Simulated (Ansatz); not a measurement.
```
SiO2
1.0
    4.25386     0.00000     0.00000
   -2.12693     3.68395     0.00000
    0.00000     0.00000     5.07845
Si O
3 6
Direct
  0.00000   0.42443   0.33333
  0.57557   0.57557   0.00000
  0.42443   0.00000   0.66667
  0.32782   0.36333   0.25123
  0.63667   0.96449   0.91790
  0.67218   0.03551   0.41543
  0.96449   0.63667   0.08210
  0.36333   0.32782   0.74877
  0.03551   0.67218   0.58457
```

No spin polarisation.

The values are results of PBEsol (Ansatz, a quantum-chemistry and plane-wave program, PAW, without spin-orbit coupling), not measurements. Settings: 8×8×6 k-points, 0.05 eV Fermi–Dirac smearing.

**Question.** Predict the band gap, gap character, smallest direct gap and width of the top valence band.

**Answer.** 
```json
{
  "band_gap": "6.69 eV",
  "gap_character": "indirect, M → Γ",
  "smallest_direct_gap": "6.89 eV",
  "width_of_the_top_valence_band": "0.68 eV"
}
```

Load acts through the strain it causes; cell and atoms are relaxed under it. Whether these cells are dynamically stable was not tested. No other phases were tried under pressure. The cell was made from SiO$_{2}$ (space group P3_221, No. 154) by this change: pressure 30 GPa.
